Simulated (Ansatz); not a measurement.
## Response to strain in ZnGeP2

Start from ZnGeP₂ in the chalcopyrite structure (space group I-42d, No. 122).

```
ZnGeP2
1.0
   -2.71213     2.71213     5.35485
    2.71213    -2.71213     5.35485
    2.71213     2.71213    -5.35485
Zn Ge P
2 2 4
Direct
  0.00000   0.00000   0.00000
  0.75000   0.25000   0.50000
  0.50000   0.50000   0.00000
  0.25000   0.75000   0.50000
  0.87500   0.87334   0.49834
  0.12666   0.62500   0.00166
  0.37500   0.37666   0.50166
  0.62334   0.12500   0.99834
```

Strains are applied to the cell and any free atomic positions relax.

Method: PBEsol/PAW in Ansatz (a program for electronic structure), without spin-orbit coupling.

For the base:

```
Item        Value
--------  -------
Band gap  1.07 eV
```

### Question
The aim is a band gap between 0.89 eV and 0.96 eV. Which of these changes reaches it?
A. isotropic strain +2.25 %
B. isotropic strain +3.00 %
C. isotropic strain +0.75 %

### Answer
A, isotropic strain +2.25 %. It gives 0.93 eV; isotropic strain +0.75 % gives 1.10 eV; isotropic strain +3.00 % gives 0.79 eV. Changes not listed may reach it too

Stability against distortions was not tested.
